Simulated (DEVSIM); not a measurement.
Structure: Si p+/n-/n+ power diode, at 350 K.

Layer 1 from the left is Si, thickness (μm) 1.50, Na (cm⁻³) 4.2e18, τn (s) 4.7e-7, τp (s) 4.7e-7. Layer 2 from the left is Si, thickness (μm) 19.0, Nd (cm⁻³) 6.9e14, τn (s) 4.7e-7, τp (s) 4.7e-7. Layer 3 from the left is Si, thickness (μm) 1.60, Nd (cm⁻³) 2.1e18, τn (s) 4.7e-7, τp (s) 4.7e-7.

Left contact: ohmic. Right contact: ohmic. Voltage is applied to the left contact. Recombination: SRH at mid-gap, Auger. Mobility is μmin + (μ − μmin)/(1 + (N/Nref)^α).

This is a model device: material constants are rounded textbook-type values typed into the input, and sizes, dopings and lifetimes were drawn at random. Values at 300 K; Nc and Nv go as T^1.5, mobilities as T to minus their exponent, the gap by Varshni's rule with the affinity fixed.

Si: gap (eV) 1.124, affinity (eV) 4.05, permittivity 11.7, Nc (cm⁻³) 2.86e19, Nv (cm⁻³) 3.1e19, μn (cm²/Vs) 1417, μp (cm²/Vs) 470, μn,min 52, μp,min 45, Nref,n 9.7e16, Nref,p 2.2e17, αn 0.68, αp 0.72, T exponent of μn 2.3, T exponent of μp 2.2, Cn (cm⁶/s) 2.8e-31, Cp (cm⁶/s) 9.9e-32, Varshni α (eV/K) 0.000473, Varshni β (K) 636.

DEVSIM, 1D drift-diffusion, Boltzmann statistics, complete ionisation; no tunnelling, impact ionisation, image-force lowering or self-heating.

What does the simulation give for the dark forward voltage at 1 A/cm², the dark forward voltage at 100 A/cm², the potential step across the device at zero bias?

dark forward voltage at 1 A/cm² 0.548 V; dark forward voltage at 100 A/cm² 0.786 V; potential step across the device at zero bias 0.958 V.
